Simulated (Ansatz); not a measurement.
Functionals compared on a constructed model of the (100) surface of bcc Fe, ferromagnetic (in the relaxation 1 Cr–Fe bonds formed), a pseudomorphic layer of Cr in the host's stacking (bottom of the slab: a bare face, its two planes held), in Ansatz (plane waves, PAW). The structure was relaxed with PBE; the other rows are single points on it. Cutoff 420 eV.

Slab: 7 atoms, 9.1 Å thick at the start (thin: gaps and levels are the slab's own); k 13x13x1, smearing 0.1 eV, dipole-corrected; 2 atoms held, the rest relaxed; symmetry of the start imposed; spin-polarised, ending with about 11.1 μB a cell; orders that need a larger cell were not tried, no spin-orbit, no U. It is one candidate, not shown to be the stable structure of the face. These notes are the PBE run's.

```csv
functional,work function of the top face (eV),magnetic moment of the cell (μB),rough cost of the single point
PBE,3.88,11.13,–
RPBE,3.77,11.25,about 2.1 core-minutes (a rough figure)
```

Ansatz is a program for electronic structure.
